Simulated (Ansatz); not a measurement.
```yaml
crystal:
  lattice:
    - [4.24833, 0.00000, 0.00000]
    - [-2.12417, 3.67916, 0.00000]
    - [0.00000, 0.00000, 6.94896]
  atoms:
    - { symbol: O, position: [0.00000, 0.00000, 0.00000] }
    - { symbol: Cs, position: [0.33333, 0.66667, 0.21645] }
    - { symbol: Cs, position: [0.66667, 0.33333, 0.78355] }
```

No spin polarisation.

Calculations: PBE-D3(BJ) (Ansatz, a first-principles code; PAW; 420 eV plane waves; spin-orbit coupling left out). Settings: 9×9×5 k-points, 0.05 eV Fermi–Dirac smearing.

**Question.** Predict the electron mass.

**Answer.** 0.42 mₑ along c, 0.35 mₑ across (at Γ).

**Question.** Predict the space group.

**Answer.** P-3m1 (No. 164).

**Question.** What band gap does the calculation give?

**Answer.** 0.76 eV.

The cells carry an imposed strain or load. Masses are band curvatures over ±0.01 Å⁻¹ around the edge. Whether these cells are dynamically stable was not tested. The cell was made from Cs2O in the anti-CdI2 type structure (space group P-3m1, No. 164; a hypothetical phase, not in the database extracts checked) by this change: isotropic strain +1.89 %.
